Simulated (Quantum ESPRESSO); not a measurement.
A working Quantum ESPRESSO input for DySi₂Rh₃ (P6/mmm, 6 atoms in the cell) (DFT, PBEsol, plane waves, SSSP 1.1.2 efficiency (PBE) pseudopotentials):

```fortran
&CONTROL
    calculation = 'scf',
    prefix = 'dysi2rh3',
    outdir = './tmp',
    pseudo_dir = './',
    tprnfor = .true.,
    tstress = .true.,
/
&SYSTEM
    ibrav = 4,
    A = 5.4859997892,
    C = 3.5410000000,
    nat = 6,
    ntyp = 3,
    ecutwfc = 60,
    ecutrho = 480,
    occupations = 'smearing',
    smearing = 'gauss',
    degauss = 0.019992,
    nspin = 2,
    starting_magnetization(2) = 0.250,
    input_dft = 'pbesol',
/
&ELECTRONS
    conv_thr = 1.0d-9,
    mixing_beta = 0.4,
/
ATOMIC_SPECIES
Si    28.0850  Si.pbe-n-rrkjus_psl.1.0.0.UPF
Dy   162.5000  Dy.GGA-PBE-paw-v1.0.UPF
Rh   102.9055  Rh_ONCV_PBE-1.0.oncvpsp.upf
ATOMIC_POSITIONS {crystal}
Si    0.3333333333    0.6666666667    0.0000000000
Si    0.6666666667    0.3333333333    0.0000000000
Dy    0.0000000000    0.0000000000    0.0000000000
Rh    0.5000000000    0.0000000000    0.5000000000
Rh    0.5000000000    0.5000000000    0.5000000000
Rh    0.0000000000    0.5000000000    0.5000000000
K_POINTS {automatic}
3 3 3  0 0 0
```

The run converged in 30 iterations: free energy E − TS -19628.3014 eV; Fermi level (on the code's own zero) 18.14 eV; pressure 4.90 GPa; size of the cell's spin moment 4.73 μB; site moments (μB, in the program's spheres or projections) Si -0.01, Si -0.01, Dy 4.77, Rh -0.02, Rh -0.02, Rh -0.02. Each of these slips is then made, one at a time:

(1)
```diff
-    nat = 6,
+    nat = 7,
```

(2)
```diff
-K_POINTS {automatic}
-3 3 3  0 0 0
+K_POINTS {gamma}
```

(3)
```diff
-    ntyp = 3,
+    ntyp = 4,
```

Task: Predict the outcome of each change.

Result: 
(1) An atom count that does not match the list of atoms. The program stopped before any SCF iteration.
```
Error in routine read_cards (7):
wrong number of columns in ATOMIC_POSITIONS
```

(2) A single k-point for a small metallic cell. The run converged in 37 iterations without an error; against the sound input the free energy goes up by 181 meV/atom, the pressure goes from 4.90 to 9.53 GPa and the size of the net moment goes from 0.79 to 0.64 μB/atom.

(3) A species count that does not match the list of species. The program stopped before any SCF iteration.
```
Error in routine  card_atomic_species (5010):
cannot read atomic specie from: ATOMIC_POSITIONS {crystal}
```

The starting cell comes from a database of published, mostly measured structures (it also holds non-ambient and calculated ones), without a prior relaxation at this level. With one magnetic atom in the cell only a parallel order is possible. With U or open f shells several self-consistent states can exist. The f electrons are in the valence without U or exact exchange, which can misplace them near the Fermi level. Spin-orbit terms, which matter for f shells, are left out. In the base run, with a pressure of about 5 GPa the cell is away from its equilibrium volume at this level. Without a gap this mesh is coarse (it stands for a supercell whose shortest vector is 11 Å).

Left out of this page: 4 runs of the series outside the window shown, repeating another row's setting, or not comparable.
